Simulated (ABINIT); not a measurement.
ABINIT run on RbPbF3 (Pm-3m, 5 atoms in the cell): self-consistent single point.

Computed with LDA (PW92), norm-conserving pseudopotentials (PseudoDojo nc-sr-04 LDA standard) (plane waves; ABINIT).

```xyz
5
Lattice="4.8617 0.0000 0.0000 0.0000 4.8617 0.0000 0.0000 0.0000 4.8617" Properties=species:S:1:pos:R:3 pbc="T T T"
Rb     0.0000     0.0000     0.0000
Pb     2.4309     2.4309     2.4309
F      0.0000     2.4309     2.4309
F      2.4309     0.0000     2.4309
F      2.4309     2.4309     0.0000
```

Reference input (self-consistent single point, DFT, PBEsol, plane waves, norm-conserving pseudopotentials (PseudoDojo nc-sr-04 PBEsol standard)): pseudos = [Rb.upf, Pb.upf, F.upf]; ecut = 1143 eV; ixc = -116133; occopt = 1; ngkpt = 4 4 4; nshiftk = 1; shiftk = 0 0 0; potentials = PseudoDojo nc-sr-04 PBEsol standard; nband = 26; kptopt = 1; nstep = 80; tolvrs = 1e-11. This run's input differs from it in these lines:

```diff
@@ -1,2 +1,2 @@
-# RbPbF3, PseudoDojo nc-sr-04 PBEsol standard
+# RbPbF3, PseudoDojo nc-sr-04 LDA standard
 pp_dirpath "./"
@@ -19,3 +19,3 @@
 ecut 1143 eV
-ixc -116133
+ixc 7
 occopt 1
```

Its files differ too (potentials: PseudoDojo nc-sr-04 PBEsol standard → PseudoDojo nc-sr-04 LDA standard).

Log, with long lists cut:

```
--- !BeginCycle
solver: {iscf: 7, nstep: 80, nline: 4, wfoptalg: 0, }
tolerances: {tolvrs: 1.00E-11, }
...

     iter   Etot(hartree)      deltaE(h)  residm     vres2
 ETOT  1  -170.44481319949    -1.704E+02 3.027E-01 2.118E+02
 ETOT  2  -171.27503108907    -8.302E-01 1.059E-02 8.801E+01
 ETOT  3  -171.27927943594    -4.248E-03 3.425E-02 2.039E+01
 ETOT  4  -171.27939770365    -1.183E-04 2.098E-03 2.984E+00
 ETOT  5  -171.27869914600     6.986E-04 7.520E-04 6.325E+00
   [... 4 lines left out ...]
 ETOT 10  -171.27988037920    -1.955E-08 3.756E-05 1.167E-07
 ETOT 11  -171.27988037926    -6.426E-11 2.390E-05 1.282E-09
 ETOT 12  -171.27988037926     4.775E-12 1.769E-05 2.069E-10
 ETOT 13  -171.27988037925     9.322E-12 1.121E-05 3.632E-12
 At SCF step   13       vres2   =  3.63E-12 < tolvrs=  1.00E-11 =>converged.

 Cartesian components of stress tensor (hartree/bohr^3)
  sigma(1 1)=  1.37770291E-04  sigma(3 2)=  0.00000000E+00
  sigma(2 2)=  1.37770291E-04  sigma(3 1)=  0.00000000E+00
  sigma(3 3)=  1.37770291E-04  sigma(2 1)=  0.00000000E+00

 ----iterations are completed or convergence reached----

 reduced coordinates (array xred) for    5 atoms
       0.000000000000      0.000000000000      0.000000000000
       0.500000000000      0.500000000000      0.500000000000
       0.000000000000      0.500000000000      0.500000000000
       0.500000000000      0.000000000000      0.500000000000
       0.500000000000      0.500000000000      0.000000000000
 cartesian forces (eV/Angstrom) at end:
    1     -0.00000000000000    -0.00000000000000    -0.00000000000000
   [... lines left out ...]
 Fermi (or HOMO) energy (hartree) =   0.02608   Average Vxc (hartree)=  -0.32610
 Fermi (or HOMO) energy (eV) =   0.70981   Average Vxc (eV)=  -8.87375
   [... lines left out ...]
total_energy        : -1.71279880379247E+02
total_energy_eV     : -4.66076257249458E+03
band_energy         : -1.64588428780790E+01
...

-Cartesian components of stress tensor (GPa)         [Pressure= -4.0533E+00 GPa]
- sigma(1 1)=  4.05334122E+00  sigma(3 2)=  0.00000000E+00
- sigma(2 2)=  4.05334122E+00  sigma(3 1)=  0.00000000E+00
- sigma(3 3)=  4.05334122E+00  sigma(2 1)=  0.00000000E+00

 Calculation completed.
```

The run converged in 13 iterations. Against the reference run the pressure goes from -1.90 to -4.05 GPa and the gap on the mesh goes from 2.996 to 2.932 eV.

The starting cell comes from a database of computed structures (which also holds hypothetical and non-ambient phases and stackings), without a prior relaxation at this level. Spin-orbit coupling is off. With a pressure of about -4 GPa the cell is away from its equilibrium volume at this level.

Cost on one core of a shared machine: roughly 2 min.
